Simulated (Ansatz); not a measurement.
Base system: Mo in the bcc (W type) structure (space group Im-3m, No. 229; relaxed with 0.1 eV smearing).

```
Mo
1.0
   -1.57562     1.57562     1.57562
    1.57562    -1.57562     1.57562
    1.57562     1.57562    -1.57562
Mo
1
Cartesian
  0.00000   0.00000   0.00000
```

Cartesian axes are those of the cell as printed.

The values are results of r2SCAN (Ansatz, a program for electronic structure, PAW, scalar-relativistic without spin-orbit coupling), earlier PAW set, not measurements.

Strains are applied to the cell and any free atomic positions relax.

One change was made to it. Results:

```json
[
 {"quantity": "shortest interatomic distance", "base": "5.157 bohr", "after": "5.259 bohr"},
 {"quantity": "energy relative to the base (free energy F)", "base": "0 meV/atom", "after": "+72 meV/atom"}
]
```

Task: Which of these changes matches the shifts?
A. uniaxial strain ε_zz = −0.19 %
B. isotropic strain +0.18 %
C. uniaxial strain ε_zz = +5.83 %
D. tensor shear ε_yz = −3.10 %

Result: C, uniaxial strain ε_zz = +5.83 %. For comparison, the energy relative to the base in the other runs: isotropic strain +0.18 % gives +0.4 meV/atom; tensor shear ε_yz = −3.10 % gives +20 meV/atom; uniaxial strain ε_zz = −0.19 % gives +0.1 meV/atom.

Stability against distortions was not tested. All final runs are without spin polarisation.
